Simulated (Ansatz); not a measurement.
C: band gap against strain

C (diamond, Fd-3m, 5.641 Å³/atom at rest) under an equal strain ε in the (001) plane with the normal axis free, as in a coherent film. r2SCAN in Ansatz, a plane-wave DFT program (PAW, default set), 500 eV, 16×16×16 Γ-centred mesh, Fermi-Dirac smearing 0.05 eV; ions are relaxed within the symmetry of each cell. Gaps are the smallest over the k-mesh and a band path, without spin-orbit coupling; in all rows the valence edge lies at Γ and the conduction edge at about 1.3 Å⁻¹ from Γ.

Here s stands for strain and Eg for gap.

| strain (%) | gap (eV) |
|---|---|
| 0.00 | 4.36 |
| 0.50 | 4.18 |
| 1.00 | 4.00 |
| 1.50 | 3.82 |
| 3.00 | ? |

### Question
Fit Eg against s with a straight line, and predict the withheld value at s = 3.00.

### Answer
Means: s 0.75000, Eg 4.090. About the means, the sum of products is -0.45000 and the sum of squares of s is 1.2500; the slope is their ratio. Least squares gives Eg = 4.360 - 0.3600·s. Residuals (row less fit): 0.000, 0.000, 0.000, 0.000; standard error 0.000 (degrees of freedom: 2). Over these rows the gap moves by -36 ± 0.3 eV per unit strain. At the withheld row, Eg = 4.360 - 0.3600 × 3.0 = 3.280 eV. The calculation gives 3.31 eV, 0.030 eV above the prediction (2.9 % of the range of Eg in the table). The row lies outside the fitted rows, so this is an extrapolation. The fitted rows scatter only by rounding.

One order more, fitted to all 7 runs of the series, follows each within 0.01, so the miss is the next term of a smooth law. Rows are the converged runs of the series near zero and its far end; series whose fitted rows scatter by over a few per cent of the range, as at a crossing or softening among them, aren't shown in this form. Most that stay on the fit to the last digits aren't either.
